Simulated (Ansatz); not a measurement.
# GaSb, response to strain

Base system: GaSb in the zinc blende structure (space group F-43m, No. 216; a = 6.132 Å). Axes: x, y, z lie along the cube axes.

Strains are applied to the cell and any free atomic positions relax; under biaxial strain the out-of-plane vector relaxes too; under stress the whole cell relaxes.

Method: Ansatz (a program for electronic structure), r2SCAN, PAW, cutoff 500 eV, scalar-relativistic without spin-orbit coupling.

Notes on the quantities. pressure: mean of the normal stresses, compression positive; energy relative to the base: free energy F.

| case | gap character | pressure | shortest interatomic distance | energy relative to the base |
|---|---|---|---|---|
| base | direct at Γ | 0.0 GPa | 2.655 Å | 0 meV/atom |
| biaxial strain +2.49 %, plane normal [001], relaxed out of plane | – | -1.4 GPa | 2.681 Å | (withheld) |
| isotropic strain −5.43 % | (withheld) | 13.20 GPa | 2.511 Å | (withheld) |
| isotropic strain −2.08 % | indirect, Γ → L | 3.91 GPa | 2.600 Å | +20 meV/atom |
| isotropic strain −1.57 % | direct at Γ | 2.84 GPa | 2.614 Å | +11 meV/atom |
| isotropic strain +0.79 % | direct at Γ | -1.18 GPa | 2.676 Å | +2.6 meV/atom |
| isotropic strain +0.85 % | direct at Γ | -1.27 GPa | 2.678 Å | +3.0 meV/atom |
| uniaxial strain ε_yy = −0.82 % | direct at Γ | 0.45 GPa | 2.648 Å | +0.5 meV/atom |
| uniaxial strain ε_zz = −1.25 % | direct at Γ | (withheld) | 2.644 Å | +1.2 meV/atom |
| uniaxial stress, 2 GPa compression along x | direct at Γ | – | 2.646 Å | +6.0 meV/atom |

**Question.** What belongs in the blanks?

**Answer.** 
- biaxial strain +2.49 %, plane normal [001], relaxed out of plane, energy relative to the base: +9.6 meV/atom
- isotropic strain −5.43 %, gap character: indirect, Γ → Γ–X (79 % along)
- isotropic strain −5.43 %, energy relative to the base: +157 meV/atom
- uniaxial strain ε_zz = −1.25 %, pressure: 0.70 GPa

With Sb present, leaving out spin-orbit coupling can change the band edges. Stability under load was not tested beyond the relaxation. The final runs are not spin-polarised. Labels are those of the standard path for the cell's own space group.
